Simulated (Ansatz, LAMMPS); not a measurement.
**Si well of 20 atomic layers along [001] in random Si0.5Ge0.5, interfaces graded over 8 layers**

Cell 16.85 × 16.85 × 60.60 Å, Si562Ge230, 792 atoms. Prepared with LAMMPS with Tersoff's 1989 multicomponent potential (SiCGe.tersoff): minimisation. 

That structure was relaxed on with PBE, support functions at accuracy medium on the grid of 370 eV (Ansatz, a first-principles code). Basis: localised support functions (accuracy medium) on a full density matrix. k-points: zone centre alone; occupations: Fermi-Dirac, 0.010 eV; spin polarisation not allowed. No spin-orbit coupling.

Task: What does DFT change in the classical structure?

Result: The energy falls by 0.4 meV an atom over 3 steps; atoms move by 0.013 Å root mean square, 0.04 Å at most.
```json
[
 {"quantity": "4-fold atoms (%)", "classical minimum": "100.0", "after DFT steps": "100.0"},
 {"quantity": "spread of bond angles (°)", "classical minimum": "1.3", "after DFT steps": "1.4"}
]
```
